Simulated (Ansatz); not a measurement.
# CdSe: response to strain

Base system: CdSe in the zinc blende structure (space group F-43m, No. 216).

```
CELL_PARAMETERS angstrom
      0.00000     3.04079     3.04079
      3.04079     0.00000     3.04079
      3.04079     3.04079     0.00000
ATOMIC_POSITIONS crystal
  Cd 0.00000 0.00000 0.00000
  Se 0.25000 0.25000 0.25000
```

Cartesian axes are those of the cell as printed.

Strains are applied to the cell and any free atomic positions relax; under biaxial strain the out-of-plane vector relaxes too.

Calculations: PBEsol (Ansatz, an electronic-structure program, PAW, no spin-orbit coupling).

```json
[
 {"biaxial strain, plane normal [001], relaxed out of plane (%)": "-3", "out-of-plane strain (%)": "4.22"},
 {"biaxial strain, plane normal [001], relaxed out of plane (%)": "-2.5", "out-of-plane strain (%)": "3.54"},
 {"biaxial strain, plane normal [001], relaxed out of plane (%)": "-2", "out-of-plane strain (%)": "?"},
 {"biaxial strain, plane normal [001], relaxed out of plane (%)": "-1.5", "out-of-plane strain (%)": "2.14"},
 {"biaxial strain, plane normal [001], relaxed out of plane (%)": "-1", "out-of-plane strain (%)": "1.44"},
 {"biaxial strain, plane normal [001], relaxed out of plane (%)": "-0.5", "out-of-plane strain (%)": "0.73"},
 {"biaxial strain, plane normal [001], relaxed out of plane (%)": "0", "out-of-plane strain (%)": "0.00"}
]
```

Question: Fit ε⊥ = −νε + γε² (strains in %) to the rows shown and predict the withheld row.

Answer: Least squares on the printed values gives ν = 1.45 (the biaxial Poisson response) and γ = -0.016 (largest residual 0.01 %); this predicts 2.85 %, and the run gives 2.84 %, in agreement.

Whether these cells are dynamically stable was not tested.
